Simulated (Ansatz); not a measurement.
**Tl2Se (model structure, started from the CdI2 type, P-3m1, No. 164, 3 atoms in the cell)**

All values below come from LDA (Ansatz, a quantum-chemistry and plane-wave program, PAW).

Settings: plane-wave cutoff 520 eV, 12×12×6 k mesh (along the axes of the cell as run), Fermi–Dirac smearing 0.01 eV, scalar-relativistic PAW data made under PBE.

Cell (relaxed with PBE-D3(BJ)):

```cif
data_SeTl2
_chemical_formula_sum 'Se1 Tl2'
_space_group_name_H-M_alt 'P-3m1'
_space_group_IT_number 164
_space_group_name_Hall '-P 3 2"'
_cell_length_a 4.51988
_cell_length_b 4.51988
_cell_length_c 6.50254
_cell_angle_alpha 90.000
_cell_angle_beta 90.000
_cell_angle_gamma 120.000
loop_
_atom_site_label
_atom_site_type_symbol
_atom_site_symmetry_multiplicity
_atom_site_Wyckoff_symbol
_atom_site_fract_x
_atom_site_fract_y
_atom_site_fract_z
_atom_site_occupancy
Se1 Se 1 a 0.00000 0.00000 0.00000 1
Tl1 Tl 2 d 0.33333 0.66667 0.26360 1
```

```yaml
band_gap: 0.05 eV
smallest_direct_gap_on_the_k_points_sampled: 0.19 eV
```

Note: the relaxation could raise the start's symmetry but not lower it, so the cell can be a saddle point; cell and atoms aren't relaxed at this level (largest force component 0.39 eV/Å, pressure -3.8 GPa).

Spin–orbit coupling is not included; it can close the smallest gap of 0.05 eV.

The computed numbers hold no vibrational or temperature effects.

Cost on a shared machine: around 40 core-seconds (rough).

A model structure was made by putting elements into a prototype or built by hand; it is no filed structure, need not be a known phase, and can be a saddle point held by its symmetry.
